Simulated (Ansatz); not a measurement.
## Variants of one calculation on MnAg2GeSe4 (I-4, 8 atoms in the cell)

```
CELL_PARAMETERS angstrom
     -2.93291     2.93291     5.87500
      2.93291    -2.93291     5.87500
      2.93291     2.93291    -5.87500
ATOMIC_POSITIONS crystal
  Ag 0.00000 0.00000 0.00000
  Ag 0.75000 0.25000 0.50000
  Mn 0.25000 0.75000 0.50000
  Ge 0.50000 0.50000 0.00000
  Se 0.62900 0.62800 0.51300
  Se 0.11500 0.11600 0.48700
  Se 0.37200 0.88500 0.00100
  Se 0.88400 0.37100 0.99900
```
Moments meant for the start (each program seeds them in its own way; μB, in the order of the atoms Ag Ag Mn Ge Se Se Se Se): 0.0 0.0 4.0 0.0 0.0 0.0 0.0 0.0.

Base run A: PBE in Ansatz (a first-principles code), self-consistent single point.

Its settings: kpoints.mp_grid.grid = 3 3 3; hamiltonian.xc = pbe; hamiltonian.pseudopotentials = {kind: paw} (the program's default PAW files); magnetization.spin_polarized = true; scf.occupations.method = methfessel_paxton; scf.occupations.width = 0.05 eV.

The starting cell was generated: these elements placed on a structure prototype, without a prior relaxation; it need not be a known phase or ordering of this composition. With one magnetic atom in the cell only a parallel order is possible. In the base run, forces exceed 1 eV/Å. Ansatz's pressure includes its estimate of the finite-basis (Pulay) stress. Without a gap this mesh is coarse (it stands for a supercell whose shortest vector is 18 Å).

ΔF is the free energy per atom less that of run A. A dash stands where there is no value to compare (another energy zero or no entropy term, no result, no spin, no clean gap, or a mesh too coarse for one). Total energies depend on the potentials, the functional and any Hubbard or dispersion term, so they are compared only between runs that share all of them.

| run | change | ΔF (meV/atom) | pressure (GPa) | largest force (eV/Å) | size of the net moment (μB/atom) | k-points | valence electrons |
|---|---|---|---|---|---|---|---|
| A | base | 0.00 | 1.89 | 1.369 | 0.57 | 6 | 131 |
| B | hamiltonian.xc: pbe → blyp [BLYP] | – | 5.45 | 1.458 | 0.57 | 6 | 131 |
| C | 3 x 1 x 1 supercell, mesh divided to match; kpoints.mp_grid.grid: 3 3 3 → 1 3 3 | 0.00 | 1.89 | 1.369 | 0.57 | 5 | 393 |
| D | scf.occupations.method: methfessel_paxton → cold | -0.12 | 1.89 | 1.377 | 0.57 | 6 | 131 |
| E | scf.occupations.width: 0.05 eV → 0.15 eV | -0.44 | 1.88 | 1.389 | 0.58 | 6 | 131 |
| F | parallel starting moments (0 0 0.2 0 0 0 0 0 μB) | 0.00 | 1.89 | 1.369 | 0.57 | 6 | 131 |
| G | scf.convergence.dr2_threshold: default (1e-07 eV) → 1e-12 eV | 0.00 | 1.89 | 1.369 | 0.57 | 6 | 131 |
| H | scf.algorithm: default → direct_min | 0.00 | 1.89 | 1.369 | 0.57 | 6 | 131 |
| I | scf.lower_state_search: default → off | 0.00 | 1.89 | 1.369 | 0.57 | 6 | 131 |
| J | scf.mixing.algorithm: default (the program chose MSR1) → broyden; scf.mixing.beta: default → 0.1 | 0.00 | 1.89 | 1.369 | 0.57 | 6 | 131 |

Run E against A: The free energy stays essentially unchanged (within 1 meV/atom), the pressure hardly changes (1.89 to 1.88 GPa), the largest force goes from 1.369 to 1.389 eV/Å and the size of the net moment moves little (0.57 to 0.58 μB/atom).

Run D against A: The free energy hardly moves (within 1 meV/atom), the pressure stays at 1.89 GPa, the largest force hardly changes (1.369 to 1.377 eV/Å) and the size of the net moment stays at 0.57 μB/atom.

Keys are those of Ansatz 0.2.
